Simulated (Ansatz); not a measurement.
# Effect of pressure 0.7 GPa on KBr

Consider KBr in the rock salt structure (space group Fm-3m, No. 225; a = 6.705 Å).

One thing is altered: a hydrostatic pressure of 0.7 GPa.

The values are results of plane-wave PAW DFT at the PBE level (Ansatz, a first-principles code, 420 eV), no SOC, not measurements. Γ-centred 9×9×9 mesh, Fermi–Dirac width 0.05 eV.

```json
[
 {"quantity": "volume per atom", "base": "37.69 Å³", "changed": "35.95 Å³", "shift": "-1.735 Å³"},
 {"quantity": "density", "base": "2.62 g/cm³", "changed": "2.75 g/cm³", "shift": "+0.13 g/cm³"},
 {"quantity": "lattice parameter a", "base": "6.705 Å", "changed": "6.601 Å", "shift": "-0.1045 Å"},
 {"quantity": "shortest interatomic distance", "base": "3.353 Å", "changed": "3.300 Å", "shift": "-0.0523 Å"},
 {"quantity": "band gap", "base": "4.31 eV", "changed": "4.43 eV", "shift": "+0.12 eV"},
 {"quantity": "gap character", "base": "direct at Γ", "changed": "direct at Γ", "shift": "–"},
 {"quantity": "mean gap deformation potential ΔEg/Δln V", "base": "–", "changed": "-2.6 eV", "shift": "–"},
 {"quantity": "width of the top valence band", "base": "0.49 eV", "changed": "0.54 eV", "shift": "+0.05 eV"},
 {"quantity": "electron mass", "base": "0.39 mₑ (at Γ)", "changed": "0.38 mₑ (at Γ)", "shift": "–"},
 {"quantity": "valley order (the lowest conduction-band minima on the path, energy above the VBM, named in the base's zone)", "base": "Γ 4.31 eV; X along ⟨100⟩ 5.91 eV", "changed": "Γ 4.43 eV; X along ⟨100⟩ 5.87 eV", "shift": "–"}
]
```

Load acts through the strain it causes; cell and atoms are relaxed under it. Effective masses come from finite differences of ±0.01 Å⁻¹. Whether these cells are dynamically stable was not tested.
